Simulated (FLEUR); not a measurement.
## Equation of state of fcc Pb (space group 225): energy against volume (FLEUR, PBE)

```
Pb
1.0
    0.00000     2.43099     2.43099
    2.43099     0.00000     2.43099
    2.43099     2.43099     0.00000
Pb
1
Direct
  0.00000   0.00000   0.00000
```

Method: PBE, all-electron FLAPW (FLEUR), scalar-relativistic valence (FLEUR). Settings: Kmax = 4.33 1/bohr; GmaxXC = 15.2 1/bohr; xcFunctional = pbe; jspins = 1; l_soc = F; mode = hist; fermiSmearingEnergy = 0.00183747 Htr; mesh (inpgen div1-3) = 20 20 20; inpgen gamma flag = true; Gmax = 15.2 1/bohr; numbands = 0; maxIterBroyd = 99; imix = Anderson; alpha = 0.05; precondParam = 0; minDistance = 1e-05 me/bohr^3. The cell above is the first row's. The rows scale it uniformly. In all rows the k mesh is held. E is the free energy at the stated smearing, counted from the lowest row.

| V (Å^3/atom) | E (meV/atom) |
|---|---|
| 28.733 | 52.25 |
| 29.358 | 33.01 |
| 29.982 | 18.69 |
| 30.607 | 8.73 |
| 31.232 | 2.64 |
| 31.856 | 0.00 |
| 32.481 | 0.44 |
| 33.105 | 3.64 |
| 33.730 | ? |

### Question
Fit E against V with the third-order Birch-Murnaghan form, a cubic in V^(-2/3), and predict the withheld value at V = 33.730.

### Answer
With u = V^(-2/3) - 0.1016, the rows have u = 0.0049973, 0.0034789, 0.0020159, 0.0006005, -0.0007676, -0.0020887, -0.0033693, -0.0046076. Least squares gives E = 5.624 + 4604.7·u + 924814·u² + 4149151·u³. Residuals (row less fit): 0.002, -0.001, -0.009, 0.006, 0.008, -0.003, -0.009, 0.005; standard error 0.009 (degrees of freedom: 4). Its minimum lies at u = -0.0025327, so V0 = (0.0990673)^(-3/2) = 32.07. There d²E/du² = 1787000 and d³E/du³ = 2.489e7, so B0 = (4/9) × 32.07^(-7/3) × 1787000 × 0.160218 = 38.9 GPa (the last factor turns the table's units into GPa), and B0' = 4 + (2/3) × 0.0990673 × (2.489e7)/1787000 = 4.9. At the withheld row, u = -0.0058095, so E = 5.624 + 4604.7 × (-0.0058095) + 924814 × (-0.0058095)² + 4149151 × (-0.0058095)³ = 9.272 meV/atom. The calculation gives 9.34 meV/atom, 0.068 meV/atom above the prediction (0.1 % of the range of E in the table). The row lies outside the fitted rows, so this is an extrapolation. From the scatter of the fitted rows alone, a prediction at this place has a standard error of 0.021 meV/atom, so the miss is 3.2 times that.

Carrying the step between the two nearest rows on in a straight line would have given 6.85, off by 2.49; series whose last step already gives the withheld value aren't shown. The scan was laid around a cell of about the measured size, scaled by a guess for this functional. Values depend on the basis (sphere radii, cutoffs, local orbitals), which need not be converged. Spin-orbit coupling is off. Cutoffs and mesh are single choices, not tested for convergence of this quantity. Series with a scatter that would blur these digits, or in which a gap closes, are not shown. Nor are scans whose minimum lies at an end fitted in this form.

Terms beyond the fitted order, or numerical noise in single rows, can give a miss of this size; the table doesn't tell which.
